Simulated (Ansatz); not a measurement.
Where the default PAW files enter, the runs use the earlier of Ansatz's two default sets.

Crystal: SrO (Fm-3m, rock salt, 2 atoms a cell, 17.2 Å³ an atom); planes in its conventional cell.

These are r2SCAN (plane waves, PAW; Ansatz, an electronic-structure program) values and carry that method's errors.

The gap is the functional's own. No spin-orbit coupling. Mid-gap values are interpolated on the energy grid.

| plane | area of the cell (Å²) | mid-gap κ (1/Å) | largest κ in the gap (1/Å) |
|---|---|---|---|
| (110) | 18.9 | 0.33 | 0.33 |
| (111) | 11.6 | (withheld) | (withheld) |
| (001) | 13.4 | (withheld) | (withheld) |

Question: The slowest decay depends on the direction. Supply the withheld values.

Answer: 
- (111), mid-gap κ (1/Å): 0.35
- (111), largest κ in the gap (1/Å): 0.35
- (001), mid-gap κ (1/Å): 0.29
- (001), largest κ in the gap (1/Å): 0.29
